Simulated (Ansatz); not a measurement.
# Li3OF (model structure, started from the Li3OCl type, Pm-3m, No. 221, 5 atoms in the cell)

Computed with G0W0@PBEsol in Ansatz (hard PAW, contour deformation, complete-basis limit).

Run with largest k mesh 8×8×8 (not extrapolated in the mesh).

Cell (relaxed with PBEsol):

Li3FO is modelled in the cubic space group Pm-3m (No. 221), the anti-perovskite structure, Pearson symbol cP5. Conventional cell: a = 3.6455 Å, b = 3.6455 Å, c = 3.6455 Å, α = 90.00°, β = 90.00°, γ = 90.00°. Li on 3c sees 2 O at 1.823 Å (linear). F on 1a is surrounded by no neighbour by this rule. O on 1b sees 6 Li at 1.823 Å (octahedral). (Neighbours: up to the widest gap in distance over summed covalent radii, below 1.35, at either atom; cation-cation and far metal-metal contacts left out.)

```yaml
band_gap: 8.12 eV (indirect)
```

Note: the relaxation could raise the start's symmetry but not lower it, so the cell can be a saddle point; the gap holds a correction of +0.61 eV to the complete basis.

Cost on a shared machine: around 110 core-minutes (rough).

A model structure was made by putting elements into a prototype or built by hand; it is no filed structure, need not be a known phase, and can be a saddle point held by its symmetry.

Ansatz is a program for electronic structure.
